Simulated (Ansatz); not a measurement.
Cubic perovskite KMgF3 was calculated with RPBE in Ansatz (PAW).

Settings: plane-wave cutoff 520 eV, 8×8×8 k mesh, Fermi–Dirac smearing 0.01 eV, scalar-relativistic PAW data made under PBE.

Computed at the level's own relaxed cell.

```
KMgF3
1.0
    4.13785     0.00000     0.00000
    0.00000     4.13785     0.00000
    0.00000     0.00000     4.13785
K Mg F
1 1 3
Direct
  0.00000   0.00000   0.00000
  0.50000   0.50000   0.50000
  0.50000   0.00000   0.50000
  0.00000   0.50000   0.50000
  0.50000   0.50000   0.00000
```

List the 18 lowest band energies at Γ above −25 eV (eV, relative to the valence band maximum), grouping those that round alike.

At Γ: -19.94, -19.44 (×2), -9.49 (×3), -2.14 (×3), -0.51 (×3), -0.31 (×3), 6.84, 10.13 (×2).

Note: the cell is over a tenth larger than the published one: the level's own overestimate first of all, though another phase or state, or a fault of the published cell, is possible.

Ansatz is a quantum-chemistry and plane-wave program.
